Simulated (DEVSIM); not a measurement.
Device: Al/SiON/p-GaAs capacitor, at 250 K.

| layer (left to right) | material | thickness (nm) | Na (cm⁻³) |
|---|---|---|---|
| 1 | SiON | 10.0 | - |
| 2 | GaAs | 7600 | 7.1e15 |

Metal gate on the left, work function 4.1 eV. Fixed charge at the semiconductor interface 0 cm⁻² (in units of +e); no interface traps.

Constants are typed, rounded textbook-type inputs, not results; the design itself was drawn at random and stands for no fabricated device. Values at 300 K; Nc and Nv go as T^1.5, mobilities as T to minus their exponent, the gap by Varshni's rule with the affinity fixed.

```tsv
parameter	SiON	GaAs
gap (eV)	7	1.424
affinity (eV)	1.4	4.07
permittivity	5.5	12.9
Nc (cm⁻³)	-	4.7e17
Nv (cm⁻³)	-	9e18
Varshni α (eV/K)	-	0.000541
Varshni β (K)	-	204
```

Simulated with DEVSIM: 1D Poisson equation in equilibrium, Boltzmann statistics, complete ionisation; no quantum confinement or tunnelling. Metal contacts follow the ideal Schottky-Mott rule: no Fermi-level pinning, no interface dipoles.

The substrate doping was swept, all else fixed.

| substrate doping (cm^-3) | minimum of the low-frequency capacitance (μF/cm²) | flat-band voltage (V) | threshold voltage (band bending 2φF) (V) |
|---|---|---|---|
| 3.6e14 | 0.00583 | -1.20 | -0.09 |
| 7.1e14 | [?] | -1.22 | [?] |
| 1.4e15 | 0.0113 | -1.23 | -0.04 |
| 3.6e15 | 0.0172 | -1.25 | 0.01 |
| 7.1e15 | 0.0238 | -1.27 | 0.06 |
| 1.4e16 | 0.0319 | -1.28 | 0.13 |

**Question.** What belongs in the gaps?

**Answer.** 
- 7.1e14, minimum of the low-frequency capacitance (μF/cm²): 0.00809
- 7.1e14, threshold voltage (band bending 2φF) (V): -0.07
